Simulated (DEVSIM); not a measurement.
Structure: Schottky contact on n-type Ge, at 300 K.

Layer 1 from the left is Ge, thickness (μm) 5.50, Nd (cm⁻³) 4e15, τn (s) 1e-7, τp (s) 1e-7.

Left contact: Schottky, work function 4.32 eV, emission velocity 1.5e6 cm/s. Right contact: ohmic. Voltage is applied to the left contact. Recombination: SRH at mid-gap, Auger. Mobility is μmin + (μ − μmin)/(1 + (N/Nref)^α).

The device is made up for the run: typed textbook-type constants, with dimensions and the other settings drawn at random. Values at 300 K.

Ge: gap (eV) 0.664, affinity (eV) 4, permittivity 16, Nc (cm⁻³) 1.04e19, Nv (cm⁻³) 6e18, μn (cm²/Vs) 3900, μp (cm²/Vs) 1900, μn,min 150, μp,min 100, Nref,n 2.6e17, Nref,p 4e17, αn 0.56, αp 0.6, Cn (cm⁶/s) 1e-31, Cp (cm⁶/s) 1e-31.

Q: Estimate by hand the built-in potential, the peak field at zero bias, the capacitance at -3 V, and compare with a numerical solution.

A: 
- Built-in potential: barrier φB = 0.320 eV; Vbi = φB − kT/q ln(N_band/N) = 0.117 V; numerical 0.117 V.
- Peak field at zero bias: depletion approximation: W = √(2εVbi/(qN)) = 0.227 μm with N = 4.00e15 cm⁻³; field = 2Vbi/W = 10300 V/cm; numerical 9060 V/cm (estimate above by 13 %).
- Capacitance at -3 V: C = √(qεN / 2(Vbi + |V|)) = 12.1 nF/cm²; numerical 12.1 nF/cm².

DEVSIM, 1D drift-diffusion, Boltzmann statistics, complete ionisation; no tunnelling, impact ionisation, image-force lowering or self-heating. Metal contacts follow the ideal Schottky-Mott rule: no Fermi-level pinning, no interface dipoles.
